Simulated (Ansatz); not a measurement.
Cu3SbS4: stress against strain

Cu3SbS4 (I-42m, 18.953 Å³/atom and stress up to 0.01 GPa in the relaxed cell, c along z) under an equal strain ε in the (001) plane with the normal axis free, as in a coherent film. PBEsol in Ansatz, a plane-wave DFT program (PAW, default set), 420 eV, 12×12×12 Γ-centred mesh, Fermi-Dirac smearing 0.05 eV; ions are relaxed, or left where forces stay under 0.02 eV/Å, within the symmetry of each cell. Stress is positive for a compressed cell.

Here s stands for strain and y for stress xx.

| strain (%) | stress xx (GPa) |
|---|---|
| -1.50 | 1.24 |
| -0.75 | 0.61 |
| 0.00 | 0.00 |
| 0.75 | -0.59 |
| 1.50 | -1.15 |
| 2.25 | ? |

Taking a straight line for y over the 5 complete rows: Means: s 0, y 0.022. About the means, the sum of products is -4.4850 and the sum of squares of s is 5.6250; the slope is their ratio. Least squares gives y = 0.022 - 0.7973·s. Residuals (row less fit): 0.022, -0.010, -0.022, -0.014, 0.024; standard error 0.025 (degrees of freedom: 3). The slope gives the biaxial elastic modulus of this plane = 80 ± 1 GPa (± standard error of the fit, which holds the terms cut off).

Problem. Predict the withheld y at s = 2.25 from the fit, and compare with the calculation.

Solution. y = 0.022 - 0.7973 × 2.25 = -1.772 GPa. The calculation gives -1.70 GPa, 0.072 GPa above the prediction (2.4 % of the range of y in the table). The row lies outside the fitted rows, so this is an extrapolation. From the scatter of the fitted rows alone, a prediction at this place has a standard error of 0.036 GPa, so the miss is 2.0 times that.

A polynomial of degree 2 through the 6 other runs of the series gives -1.70 there, so most of the miss is curvature that the fit leaves out. This level leaves no gap over 0.05 eV at strain -1.50, -0.75, 0.00, 0.75, 1.50, 2.25 %. The start is a measured cell from the literature; how it stands against other phases or cation orders wasn't checked. Spin-orbit coupling is left out, which can shift these values for the heavy elements here. Rows are the converged runs of the series near zero and its far end; series whose fitted rows scatter by over a few per cent of the range, as at a crossing or softening among them, aren't shown in this form, nor equations of state whose B0' disagrees with the runs' pressures. Most that stay on the fit to the last digits aren't either.
